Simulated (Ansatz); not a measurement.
Reference: K$_{2}$Pt (Fm-3m), PBEsol, rigid bands (plane waves, PAW, scalar-relativistic; Ansatz, a first-principles code); geometry: cell and atoms relaxed with PBEsol.

Space group Fm-3m (No. 225); a = b = c = 7.477 Å, α = β = γ = 90.00°

```
atom  site  symmetry       x       y       z
----  ----  --------  ------  ------  ------
K       8c      -43m  0.2500  0.2500  0.2500
Pt      4a      m-3m  0.0000  0.0000  0.0000
```
(The calculation used a cell of 3 atoms; values per cell refer to that cell.)

band gap: 1.40 eV
electron conductivity mass: 0.51 mₑ
Seebeck coefficient, n-type 1e19 cm⁻³: -328 μV/K

Q: Swap Pt for S, keeping the structure type. How do these values move?

A: K$_{2}$S (Fm-3m): volume per atom 34.8 to 32.9 Å³; band gap rises (1.40 eV to 2.35 eV); electron conductivity mass falls (0.51 mₑ to 0.36 mₑ); Seebeck coefficient, n-type 1e19 cm⁻³ falls in size (-328 μV/K to -175 μV/K).

Q: Replace Pt by Se on the same sites and relax. What happens?

A: K$_{2}$Se (Fm-3m): volume per atom 34.8 to 36.7 Å³; band gap rises (1.40 eV to 2.11 eV); electron conductivity mass falls (0.51 mₑ to 0.33 mₑ); Seebeck coefficient, n-type 1e19 cm⁻³ falls in size (-328 μV/K to -163 μV/K).

Moves up to 5 % count as about the same. Masses are for dilute carriers at 300 K, harmonic means over directions unless an axis is named. Seebeck coefficients are for the stated density at 300 K, with one relaxation time for all states and whether or not that doping can be reached. Spin-orbit coupling is left out.

Formula and space group known from diffraction (Crystallography Open Database), not checked to be the room-temperature form: K2S (Fm-3m), K2Se (Fm-3m). Computed structure with no diffraction record at hand here (it may be known, metastable or hypothetical): K2Pt (Fm-3m). The missing spin-orbit coupling matters most for K2Pt (Fm-3m).
